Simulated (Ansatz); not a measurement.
The parent structure is MgO in the rock salt structure (space group Fm-3m, No. 225; a = 4.2537 Å). Axes: x, y, z lie along the cube axes.

All numbers come from Ansatz (a program for electronic structure) PBE, scalar-relativistic without spin-orbit coupling.

Now apply this change: every lattice vector is stretched by 1.00 %; the atoms relax in the strained cell.

### Question
Predict the stress tensor and what it implies for the stiffness.

### Answer
Stress of the strained cell less that of the base (GPa, compression positive):
```
  -4.19    0.00    0.00
   0.00   -4.19    0.00
   0.00    0.00   -4.19
```

Then B = −ΔP/(ΔV/V₀) with ΔV/V₀ = 0.0303 gives secant stiffness values (nonlinear terms included at this strain): B ≈ 138 GPa.

Whether these cells are dynamically stable was not tested.
